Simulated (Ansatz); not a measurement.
L1₂ (Cu3Au-type) Pt₃Ti, treated with PBEsol in Ansatz (plane waves, PAW).

Run with plane-wave cutoff 520 eV, 12×12×12 k mesh, Fermi–Dirac smearing 0.1 eV, perturbation theory, force constants from a 4×4×4 q mesh, no spin polarisation, scalar-relativistic PAW data made under PBE.

Computed at the level's own relaxed cell. Harmonic vibrational thermodynamics at fixed volume:

```json
[
 {"T (K)": "100", "S_vib (J/K per mol of atoms)": "12.77", "C_V (J/K per mol of atoms)": "17.51", "F_vib (eV/atom)": "0.0220"},
 {"T (K)": "200", "S_vib (J/K per mol of atoms)": "26.96", "C_V (J/K per mol of atoms)": "22.64", "F_vib (eV/atom)": "0.0009"},
 {"T (K)": "500", "S_vib (J/K per mol of atoms)": "48.81", "C_V (J/K per mol of atoms)": "24.55", "F_vib (eV/atom)": "-0.1216"},
 {"T (K)": "600", "S_vib (J/K per mol of atoms)": "53.30", "C_V (J/K per mol of atoms)": "24.67", "F_vib (eV/atom)": "-0.1746"},
 {"T (K)": "800", "S_vib (J/K per mol of atoms)": "60.41", "C_V (J/K per mol of atoms)": "24.79", "F_vib (eV/atom)": "-0.2928"},
 {"T (K)": "900", "S_vib (J/K per mol of atoms)": "63.34", "C_V (J/K per mol of atoms)": "24.82", "F_vib (eV/atom)": "-0.3570"},
 {"T (K)": "1000", "S_vib (J/K per mol of atoms)": "65.95", "C_V (J/K per mol of atoms)": "24.84", "F_vib (eV/atom)": "-0.4240"}
]
```

The crystal is taken as a harmonic solid at every temperature: melting, phase changes and thermal expansion are not seen, nor the electrons' share in a metal.

Ansatz is a first-principles code.
